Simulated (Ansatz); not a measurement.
Functionals compared on CH3 on the 1x1 (111) surface of fcc Ag, one in a 2x2 cell, started at the site 'bridge Ag-Ag (span 2.9 Å)', in Ansatz (plane waves, PAW). The structure was relaxed with PBE; the other rows are single points on it, each with its references at the same level. Cutoff 420 eV (500 eV for r2SCAN).

Model: 20-atom slab, 7.1 Å thick at the start under the adsorbate (thin: gaps and levels are the slab's own), 6x6x1 mesh, Fermi-Dirac 0.1 eV, dipole correction, 8 atoms held, the rest relaxed; no symmetry held; spin-polarised, no spin-orbit, no U, no dispersion correction. The starting moment vanished. At the end it is bonded to Ag. In PBE it is, or lies within 0.03 eV of, the lowest of the starts that converged. These notes are the PBE run's. r2SCAN: The program's check for a lower electronic state was not made. Adsorption energies are against CH4(g) − ½ H2(g). A negative adsorption energy means that the adsorbate is more stable on the surface than in its reference.

| functional | adsorption energy (eV) | work function of the top face (eV) | change of the work function (eV) | magnetic moment of the cell (μB) | rough cost of the single point |
|---|---|---|---|---|---|
| PBE | 1.52 | 4.51 | 0.07 | 0.00 | – |
| RPBE | 1.64 | 4.40 | 0.16 | 0.00 | roughly 11 core-minutes |
| r2SCAN | (withheld) | (withheld) | (withheld) | 0.00 | very roughly 22 core-minutes |

Task: Some entries are withheld; supply them.

Result: 
- r2SCAN, adsorption energy (eV): 1.45
- r2SCAN, work function of the top face (eV): 4.52
- r2SCAN, change of the work function (eV): 0.11

Ansatz is an electronic-structure program.
